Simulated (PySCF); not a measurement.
PySCF 2.14.0, PBE/def2-svpd, df: Mo(O)(S)(OH)(Me) ([CH3][Mo](=[O])([OH])=[S]), 9 atoms. The geometry is a generated start, not checked to be a minimum at this level.

- task: energy
- method: pbe
- basis: def2-svpd
- two-electron scheme: density fitting
- mol.max_memory: 3000 MB
- mf.max_cycle: 100
- mf.init_guess: minao (default)
- mf.DIIS: CDIIS (default)
- mf.diis_space: 8 (default)
- mf.conv_tol: 1e-09 (default)
- mf.grids.level: 3 (default)
- effective core potentials: those of the basis set, past Kr
- basis functions: 159
- grid points: 122832

```xyz
9

Mo     0.9389    -0.0520    -0.2024
O      1.8531     0.6988     0.9251
S      1.2370    -2.1731    -0.0182
O      0.4918     0.4010    -1.8251
H      0.3188     0.6947    -2.7253
C     -0.9466     0.0855     0.8199
H     -1.2239     1.1361     0.9815
H     -0.9217    -0.3968     1.8053
H     -1.7474    -0.3942     0.2393
```

Charge 0 and multiplicity 1 are set for this test and not shown to be the ground state.

One run each on 2 threads, 1 BLAS thread. Values of level_shift (Hartree) tried: 0 (default), 0.1, 0.3, 1.

### Question
How does the count of Fock builds change with level_shift (Hartree), and where is it least?

### Answer
Fewest Fock builds: 0.1 with 15. The count rises to 56 at 1. All converge to one solution.

```
level_shift (Hartree)  Fock builds            end
---------------------  -----------  -------------
0 (default)                     18  same solution
0.1                             15  same solution
0.3                             21  same solution
1                               56  same solution
```
